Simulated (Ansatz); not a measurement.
TiTe2: pressure 5 GPa

Start from TiTe$_{2}$ in the CdI2 type structure (space group P-3m1, No. 164; a = 3.697 Å, c = 6.384 Å; layered, stacked along the Cartesian z axis).

Modification: a hydrostatic pressure of 5 GPa.

Computed with PBE-D3(BJ), PAW, 420 eV (Ansatz, an electronic-structure program; no SOC). Settings: 15×15×8 k-points, 0.05 eV Fermi–Dirac smearing.

The volume per atom decreases by 2.18 Å³, from 25.19 Å³ to 23.01 Å³ and the density rises by 0.63 g/cm³, from 6.66 g/cm³ to 7.29 g/cm³. The c/a ratio decreases by 0.0102, from 1.727 to 1.716 and the shortest interatomic distance decreases by 0.042 Å (2.748 Å → 2.706 Å). The enthalpy H = E + PV relative to the base's energy comes out as +0.75 eV/atom and the band gap stays zero.

Final structure:

```yaml
crystal:
  lattice:
    - [3.59429, 0.00000, 0.00000]
    - [-1.79715, 3.11275, 0.00000]
    - [0.00000, 0.00000, 6.16936]
  atoms:
    - { symbol: Ti, position: [0.00000, 0.00000, 0.00000] }
    - { symbol: Te, position: [0.33333, 0.66667, 0.28162] }
    - { symbol: Te, position: [0.66667, 0.33333, 0.71838] }
```

Load acts through the strain it causes; cell and atoms are relaxed under it. No phonon test of stability was made. No other phases were tried under pressure. The final runs are not spin-polarised.
